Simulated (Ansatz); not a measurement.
**Pressure series in hypothetical diamond Mg**

Take Mg in the diamond structure (space group Fd-3m, No. 227; a = 6.8713 Å; a hypothetical phase, not in the database extracts checked) as the base.

Cell and atoms are relaxed at each pressure.

Computed with Kohn–Sham DFT with the PBE functional, run in Ansatz (an electronic-structure program) with PAW and 420 eV plane waves, scalar-relativistic without spin-orbit coupling.

```
P (GPa)  V (Å³/atom)
-------  -----------
-0.98         45.573
0.31          39.469
0.71          38.236
1.50          36.249
3.00          33.436
5.00          30.837
7.49          28.523
10.00         26.761
```

Fit a third-order Birch–Murnaghan equation of state.

Least squares on P(V) = (3B₀/2)[(V₀/V)^(7/3) − (V₀/V)^(5/3)]·[1 + (3/4)(B₀′ − 4)((V₀/V)^(2/3) − 1)] gives V₀ = 40.57 Å³/atom, B₀ = 11 GPa and B₀′ = 3.9.

Load acts through the strain it causes; cell and atoms are relaxed under it. Whether these cells are dynamically stable was not tested. No other phases were tried under pressure.
